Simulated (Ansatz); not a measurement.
The reference is GaN in the zinc blende structure (space group F-43m, No. 216; a = 4.498 Å). Axes: x, y, z lie along the cube axes.

The values are results of plane-wave PAW DFT at the r2SCAN level (Ansatz, a first-principles code, 500 eV), scalar-relativistic without spin-orbit coupling, not measurements.

Base values:

```
Quantity               Result
-------------  --------------
Electron mass  0.17 mₑ (at Γ)
Pressure             0.00 GPa
```

Now apply this change: biaxial strain −0.44 %, plane normal [110], relaxed out of plane (Cartesian); in-plane vectors clamped, the third vector and the atoms free.

How does this affect the electron mass, out-of-plane strain and pressure?

The electron mass remains 0.17 mₑ (at Γ); the out-of-plane strain comes out as +0.25 %; the pressure (mean of the normal stresses, compression positive) goes from zero to 1.27 GPa.

The levels and masses belong to the bands next to the band gap. Masses are band curvatures over ±0.01 Å⁻¹ around the edge. Whether these cells are dynamically stable was not tested. This is not the structure that GaN has at room temperature and ambient pressure.
